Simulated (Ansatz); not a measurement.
Effect of uniaxial strain ε_zz = −0.66 % on TiSi2

Start from TiSi$_{2}$ (space group Fddd, No. 70; a = 4.806 Å, b = 8.265 Å, c = 8.565 Å). Axes: x, y, z lie along a, b, c of the conventional cell.

Perturbation: uniaxial strain ε_zz = −0.66 %, all other strain components held at zero, atoms relaxed at fixed cell.

Level of theory: PBE in Ansatz (plane waves to 420 eV, PAW, scalar-relativistic without spin-orbit coupling). Γ-centred 13×13×13 mesh, Fermi–Dirac width 0.05 eV.

The volume per atom decreases by 0.094 Å³, from 14.18 Å³ to 14.08 Å³ and the space group remains Fddd (No. 70). The shortest interatomic distance drops by 0.0105 Å, from 2.535 Å to 2.524 Å and the energy goes up by 0.7 meV/atom. The band gap stays zero and the stress (xx, yy, zz, yz, xz, xy; compression positive) comes out as (0.6, 0.3, 2.5, 0.0, 0.0, 0.0) GPa (rough).

Without a gap, meshes like the base's 13×13×13 leave anisotropic stresses uncertain by several tenths of a GPa, and small strain energies with them. No phonon test of stability was made. The final runs are not spin-polarised.

Ansatz is a program for electronic structure.
